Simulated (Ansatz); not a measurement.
MgO (I4/mmm), Ansatz (an electronic-structure program) with PBEsol, rigid bands: Condition of this run: uniaxial stress zz = -2 GPa (compression positive) (the target of the relaxation). band gap 4.56 eV, N_c = 5.20e18 cm⁻³ and N_v = 1.83e20 cm⁻³ at 300 K, conductivity masses along z (a = (0.00, 2.10, 2.13) Å; b = (2.10, 0.00, 2.13) Å; c = (2.10, 2.10, 0.00) Å) of 0.345 mₑ (electrons) and 2.31 mₑ (holes). Take k_BT = 0.02585 eV.

Problem. Find the intrinsic carrier density and the intrinsic Fermi level.

Solution. n_i = √(N_c N_v) exp(−E_g/2k_BT) = 3.08e19 × exp(−88.19) = 1.5e-19 cm⁻³. The level lies (k_BT/2) ln(N_v/N_c) = 46 meV from mid-gap (positive towards the conduction band). Each 0.1 eV added to the gap lowers n_i by a factor of 6.9.

Problem. What thermal injection velocity √(2k_BT/πm) limits a ballistic channel along the direction named?

Solution. 9.16e6 cm/s for electrons and 3.54e6 cm/s for holes, a ratio of √(m_h/m_e) = 2.59, for dilute carriers.

Problem. A film of it is 2 nm thick, with its normal along the direction named. Estimate the confinement energies in an infinite well.

Solution. ħ²π²/(2m t²) = 0.376 eV·nm²/(m/mₑ × t²) gives 272 meV for electrons and 40.7 meV for holes, so the gap would widen to about 4.87 eV. Finite barriers and nonparabolic bands lower this, and with several valleys or bands the heaviest mass along the normal sets the lowest level, not this average.

Rigid, parabolic bands with the computed gap; masses take one relaxation time for all states. Spin-orbit coupling is left out.
